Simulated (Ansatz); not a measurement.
# A computed series for GaAs: pressure series

The parent structure is GaAs in the zinc blende structure (space group F-43m, No. 216; a = 5.6656 Å).

Cell and atoms are relaxed at each pressure.

The values are results of r2SCAN (Ansatz, an electronic-structure program, PAW, no spin-orbit coupling), earlier PAW set, not measurements.

Problem. Only one of these has a direct gap. Which?
(A) pressure 60 GPa
(B) pressure 30 GPa
(C) pressure 1.8 GPa

Solution. C, pressure 1.8 GPa. Computed: pressure 30 GPa: indirect, Γ → X; pressure 60 GPa: indirect, Γ → X; pressure 1.8 GPa: direct at Γ

Load acts through the strain it causes; cell and atoms are relaxed under it. No phonon test of stability was made. Measured, GaAs leaves this structure (for a Cmcm phase) near 15 GPa (room temperature; as listed in arXiv:1906.07825).
